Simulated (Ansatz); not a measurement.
**TiO2: response to strain**

Consider TiO2 in the rutile structure (space group P4_2/mnm, No. 136; a = 4.5912 Å, c = 2.9391 Å). Axes: x, y, z lie along a, b, c of the conventional cell.

Strains are applied to the cell and any free atomic positions relax; under biaxial strain the out-of-plane vector relaxes too.

Levels (all Ansatz, a program for electronic structure, PAW): PBEsol (420 eV, no SOC); r2SCAN (500 eV, spin-orbit coupling left out); HSE06 (420 eV, no spin-orbit coupling).

Band gaps by level, all at the geometries relaxed with PBEsol:

```csv
case,PBEsol,r2SCAN,HSE06
base,1.87 eV,2.24 eV,3.40 eV
"biaxial strain −1.30 %, plane normal [001], relaxed out of plane",1.86 eV,2.24 eV,3.42 eV
"biaxial strain −0.80 %, plane normal [001], relaxed out of plane",1.86 eV,2.24 eV,3.41 eV
```

Single points use the geometry relaxed with PBEsol. Whether these cells are dynamically stable was not tested. The final runs are not spin-polarised.
